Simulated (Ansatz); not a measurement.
## Amorphous Si30C18N16

A CHGNet melt-quench gave the starting glass, which DFT then relaxed. N atoms were pushed apart under 1.9 Å during the dynamics, to hinder bonds among them. The hot cell started wider than the set density and was brought back towards it in steps. It is the lowest in DFT energy of 8 quenches. It is a model cell: composition and starting density were chosen by hand, and all elements were melted together. No dispersion term was used. Cycles of charging and discharging annealed it further.

Methods: PBE, scalar-relativistic without spin-orbit coupling (Ansatz, a program for electronic structure); r2SCAN, scalar-relativistic without spin-orbit coupling (Ansatz); HSE06, scalar-relativistic without spin-orbit coupling (Ansatz). Geometry, pressure, stress and energy are those of the PBE run. Its sampling: a 2×2×2 Γ-centred mesh; Fermi-Dirac width 0.02 eV; no spin polarisation. Other functionals are single points at the zone centre (r2SCAN at 500 eV; exact exchange cut at the cell's faces), free to take moments where seeds were set.

| Quantity | Value |
|---|---|
| Number of atoms in the cell | 64 |
| Density (volume relaxed, without dispersion) | 2.65 g/cm³ |
| Volume per atom | 12.56 Å³ |
| Pressure on a 2×2×2 Γ-centred mesh | 1.13 GPa |
| Largest force and stress component on that mesh (the relaxation ran on the zone centre alone) | 0.53 eV/Å and 2.8 GPa |
| Energy relative to 6H silicon carbide + beta Si3N4 (lowest mix at this level among the phases computed, not always the ambient ones) | 0.589 eV/atom |
| Gap on a 2×2×2 Γ-centred mesh (PBE) | 0.72 eV |
| Gap at the zone centre (PBE) | 0.74 eV |
| Gap at the zone centre (r2SCAN) | 0.83 eV |
| Gap at the zone centre (HSE06) | 1.37 eV |

Bonds are counted up to Si-Si 2.60 Å, Si-C 2.19 Å, Si-N 2.06 Å, C-C 1.78 Å, C-N 1.76 Å, N-N 1.70 Å. Two cations that share two anions don't count as bonded, nor two that share one unless they lie closer than Si-Si 2.38 Å, Si-C 2.00 Å, C-C 1.63 Å.

```yaml
Mean coordination of Si: 3.97 (1 with 3, 29 with 4)
Mean coordination of C: 3.39 (11 with 3, 7 with 4)
Mean coordination of N: 3.00 (1 with 2, 14 with 3, 1 with 4)
Mean Si-N bond: 1.772 Å (spread 0.044 Å, 45 counted)
Mean Si-C bond: 1.895 Å (spread 0.074 Å, 38 counted)
```

Its density started from a set value of 2.61 g/cm³. The quench (nominally 200 K/ps over its main leg) was far faster than any real one, so the model tends to hold more defects than a real film. A cell of this size samples the disorder only roughly. Volume and shape were free in the relaxation. Stress components on the final sampling reach 2.8 GPa. On a 2×2×2 Γ-centred mesh force components of up to 0.53 eV/Å stay, since the relaxation ran on the zone centre alone. Cycles of charging lowered its energy after that relaxation.
